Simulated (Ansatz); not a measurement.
Take BeS in the zinc blende structure (space group F-43m, No. 216; a = 4.869 Å) as the base. Axes: x, y, z lie along the cube axes.

Computed with r2SCAN, PAW, 500 eV (Ansatz, a quantum-chemistry and plane-wave program; without spin-orbit coupling).

Before the change:

| Property | Value |
|---|---|
| Smallest direct gap | 6.22 eV |

Modification: compressive biaxial strain of 2.00 % in the plane normal to [001], as in epitaxy on a mismatched substrate; the out-of-plane cell vector and the atoms relax.

**Question.** Predict the new ratio −ε⊥/ε∥ and smallest direct gap.

**Answer.** The ratio −ε⊥/ε∥ comes out as 0.76; the smallest direct gap drops by 0.09 eV, from 6.22 eV to 6.13 eV.

Whether these cells are dynamically stable was not tested.
